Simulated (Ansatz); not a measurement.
**HgTe, pressure series**

Start from HgTe in the zinc blende structure (space group F-43m, No. 216; a = 6.651 Å).

Cell and atoms are relaxed at each pressure.

All numbers come from Ansatz (a program for electronic structure) PBE, scalar-relativistic without spin-orbit coupling.

Notes on the quantities. enthalpy: H = E + PV relative to the base's energy.

```json
[
 {"variant": "base", "density": "7.41 g/cm³", "enthalpy": "–"},
 {"variant": "pressure −2 GPa", "density": "(withheld)", "enthalpy": "-0.47 eV/atom"},
 {"variant": "pressure −1 GPa", "density": "7.18 g/cm³", "enthalpy": "-0.23 eV/atom"},
 {"variant": "pressure 0.9 GPa", "density": "7.59 g/cm³", "enthalpy": "+0.20 eV/atom"},
 {"variant": "pressure 2.1 GPa", "density": "7.82 g/cm³", "enthalpy": "+0.47 eV/atom"},
 {"variant": "pressure 4.5 GPa", "density": "8.20 g/cm³", "enthalpy": "+0.98 eV/atom"},
 {"variant": "pressure 9 GPa", "density": "8.78 g/cm³", "enthalpy": "+1.88 eV/atom"},
 {"variant": "pressure 15 GPa", "density": "(withheld)", "enthalpy": "+3.00 eV/atom"},
 {"variant": "pressure 22.5 GPa", "density": "10.02 g/cm³", "enthalpy": "+4.31 eV/atom"},
 {"variant": "pressure 30 GPa", "density": "10.55 g/cm³", "enthalpy": "+5.55 eV/atom"}
]
```

Task: Complete the table.

Result: 
- pressure −2 GPa, density: 6.91 g/cm³
- pressure 15 GPa, density: 9.40 g/cm³

Load acts through the strain it causes; cell and atoms are relaxed under it. No phonon test of stability was made. Tetrahedral semiconductors of this kind turn to denser phases somewhere between about 1 and 50 GPa; those were not computed, so compressed cells here can lie past the real transition. The final runs are not spin-polarised.
